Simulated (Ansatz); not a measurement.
O on the N site (O_N) in rock-salt TiN (start: the N site; 64-site cell, 4×4×4 shifted sampling), Ti-rich (Δμ(N) = -3.43 eV, Δμ(O) = -5.74 eV, bounded by Ti6O (P-31c); only phases computed here count, gases as isolated molecules at 0 K). All values below come from PBE, PAW (plane waves to 420 eV; Ansatz, a program for electronic structure). In charge state 0 (not spin-polarised) the formation energy is 0.59 eV. The crystal has 5.22 × 10^22 N sites per cm³.

**Question.** Estimate the equilibrium concentration at 1300 K in the dilute limit, leaving out vibrational entropy and degeneracy.

**Answer.** kT = 0.1120 eV; c = N exp(−E_f / kT) = 5.22 × 10^22 × exp(−5.3) ≈ 3 × 10^20 cm^-3. An error of 0.2 eV in E_f moves this by a factor of 6.
